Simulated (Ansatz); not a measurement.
The parent structure is Cd in the hcp (Mg type) structure (space group P6_3/mmc, No. 194; a = 3.029 Å, c = 5.759 Å; relaxed with 0.1 eV smearing). Axes: x lies along a and z along c of the hexagonal cell.

The values are results of PBE/PAW in Ansatz (a first-principles code), scalar-relativistic without spin-orbit coupling, not measurements.

Base values:

| Quantity | Result |
|---|---|
| Shortest interatomic distance | 3.029 Å |

Modification: the cell is stretched by 1.00 % along z with no lateral relaxation; the atoms relax in the strained cell.

Question: Predict the new stress, energy relative to the base and shortest interatomic distance.

Answer: The stress (xx, yy, zz, yz, xz, xy; compression positive) comes out as (-0.3, -0.3, -0.4, 0.0, 0.0, 0.0) GPa; the energy is nearly the same; the shortest interatomic distance stays 3.029 Å.

Whether these cells are dynamically stable was not tested.
